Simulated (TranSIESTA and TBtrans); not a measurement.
System: Ag rod with one adsorbed F atom. Leads: fcc Ag rod along [100], layers of 5 and 4 atoms, a = 4.15 Å. Geometry: 5 atoms about the centre moved by SIESTA (PBE, SZP) to a largest force of 0.09 eV/Å, all others as built. Transport runs along z; the first 18 and the last 18 of the 73 atoms are the lead cells, repeated to infinity.

```xyz
73
Lattice="14.369 0.000 0.000 0.000 14.369 0.000 0.000 0.000 33.200" Properties=species:S:1:pos:R:3 pbc="F F T"
Ag     7.184     7.184     0.000
Ag    10.119     7.184     0.000
Ag     7.184    10.119     0.000
Ag     4.250     7.184     0.000
Ag     7.184     4.250     0.000
Ag     8.652     8.652     2.075
Ag     5.717     8.652     2.075
Ag     8.652     5.717     2.075
Ag     5.717     5.717     2.075
Ag     7.184     7.184     4.150
Ag    10.119     7.184     4.150
Ag     7.184    10.119     4.150
Ag     4.250     7.184     4.150
Ag     7.184     4.250     4.150
Ag     8.652     8.652     6.225
Ag     5.717     8.652     6.225
Ag     8.652     5.717     6.225
Ag     5.717     5.717     6.225
Ag     7.184     4.250     8.300
Ag     4.250     7.184     8.300
Ag     7.184     7.184     8.300
Ag    10.119     7.184     8.300
Ag     7.184    10.119     8.300
Ag     5.717     5.717    10.375
Ag     8.652     5.717    10.375
Ag     5.717     8.652    10.375
Ag     8.652     8.652    10.375
Ag     7.184     4.250    12.450
Ag     4.250     7.184    12.450
Ag     7.184     7.184    12.450
Ag    10.119     7.184    12.450
Ag     7.184    10.119    12.450
Ag     5.717     5.717    14.525
Ag     8.652     5.717    14.525
Ag     5.717     8.652    14.525
Ag     8.652     8.652    14.525
Ag     7.184     4.531    16.505
Ag     4.250     7.184    16.600
Ag     7.184     7.184    16.600
Ag    10.119     7.184    16.600
Ag     7.184    10.119    16.600
Ag     5.715     5.922    18.675
Ag     8.654     5.922    18.675
Ag     5.717     8.652    18.675
Ag     8.652     8.652    18.675
Ag     7.184     4.531    20.845
Ag     4.250     7.184    20.750
Ag     7.184     7.184    20.750
Ag    10.119     7.184    20.750
Ag     7.184    10.119    20.750
Ag     5.717     5.717    22.825
Ag     8.652     5.717    22.825
Ag     5.717     8.652    22.825
Ag     8.652     8.652    22.825
F      7.184     3.866    18.675
Ag     7.184     7.184    24.900
Ag    10.119     7.184    24.900
Ag     7.184    10.119    24.900
Ag     4.250     7.184    24.900
Ag     7.184     4.250    24.900
Ag     8.652     8.652    26.975
Ag     5.717     8.652    26.975
Ag     8.652     5.717    26.975
Ag     5.717     5.717    26.975
Ag     7.184     7.184    29.050
Ag    10.119     7.184    29.050
Ag     7.184    10.119    29.050
Ag     4.250     7.184    29.050
Ag     7.184     4.250    29.050
Ag     8.652     8.652    31.125
Ag     5.717     8.652    31.125
Ag     8.652     5.717    31.125
Ag     5.717     5.717    31.125
```

Run with TranSIESTA and TBtrans (open boundaries, self-consistent; PseudoDojo norm-conserving potentials, scalar-relativistic): PAO.BasisSize SZP, PAO.EnergyShift 0.15 eV, XC.Authors PBE, Mesh.Cutoff 150 Ry, ElectronicTemperature 300 K, TS.Voltage 0.0 eV, TBT.Elecs.Eta 0.001 eV, no spin polarisation.

Energies count from the leads' Fermi level. Transmissions are for one spin of a degenerate pair. The energy step is 0.02 eV; narrower resonances are cut or missed.

```tsv
E (eV)	T
-0.20	3.33
-0.16	3.46
-0.12	3.84
-0.08	4.07
-0.04	4.26
0.00	4.46
0.04	4.70
0.08	4.80
0.12	4.86
0.16	4.91
0.20	4.95
```

Problem. Give the zero-bias conductance in μS and the resistance at 300 K.

Solution. At the Fermi level T = 4.46. Averaged with −∂f/∂E over the full grid (kT = 25.9 meV) it is 4.46. With G0 = 2e²/h = 77.48 μS, G = 346 μS and R = 1/G = 2.89 kΩ.

Problem. Estimate the thermopower by Mott's formula S = −(π²/3)(kB²T/e) d ln T/dE from the rows at -0.04 and 0.04 eV.

Solution. d ln T/dE = 1.23 eV⁻¹ and (π²/3) kB²T/e = 7.33 μV/K · eV, so S = -9.0 μV/K; the full integral gives -7.8 μV/K. A negative sign means that T rises with energy over the thermal window.

Problem. Estimate the current at 0.2 V in linear response, and compare with the self-consistent run.

Solution. I = G V = 346 μS × 0.2 V = 69.2 μA; the self-consistent run gives 64.3 μA, 0.93 of it. Linear response leaves out the change of T over the bias window and the shift of levels under bias.

The leads' channel count changes near 0.03 eV, within the thermal window, so values at the Fermi level hang on where that band edge falls. Moving central atoms between leads that stay as built scatters by itself, most near band edges, so not all of the loss belongs to a defect.
